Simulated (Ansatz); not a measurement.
## A constructed model of the (0001) surface of hcp Re, a pseudomorphic layer of Nb in the host's stacking (bottom of the slab: a bare face, its two planes held)

The numbers are results of PBE (plane waves to 420 eV, PAW; Ansatz, a program for electronic structure), not measurements.

Slab: 7 atoms, 14.1 Å thick at the start; k 15x15x1, smearing 0.1 eV, dipole-corrected; 2 atoms held, the rest relaxed; held to the start's symmetry, so lower structures may exist; no spin, no spin-orbit, no U. It is one candidate, not shown to be the stable structure of the face.

```yaml
work_function_of_the_top_face: 4.77 eV
energy_released_by_relaxation: 0.41 eV
cost: around 4 core-minutes (rough)
```
